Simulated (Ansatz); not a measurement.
The structure below was relaxed with Ansatz (a program for electronic structure), PBE, PAW, cutoff 420 eV, no spin-orbit coupling, earlier PAW set, at pressure 0.3 GPa.

Space group P-6m2 (No. 187); a = b = 2.9211 Å, c = 2.8467 Å, α = β = 90.00°, γ = 120.00°

```
atom  site  symmetry       x       y       z
----  ----  --------  ------  ------  ------
W       1a      -6m2  0.0000  0.0000  0.0000
C       1f      -6m2  0.6667  0.3333  0.5000
```

Problem. Write out a cell with all atoms.

Solution. 
```xyz
2
Lattice="2.9211 0.0000 0.0000 -1.4606 2.5298 0.0000 0.0000 0.0000 2.8467" Properties=species:S:1:pos:R:3 pbc="T T T"
W      0.0000     0.0000     0.0000
C      1.4606     0.8433     1.4233
```
This is the conventional cell.

Load acts through the strain it causes; cell and atoms are relaxed under it. Whether these cells are dynamically stable was not tested. All final runs are without spin polarisation. The cell was made from WC (space group P-6m2, No. 187) by this change: pressure 0.3 GPa.
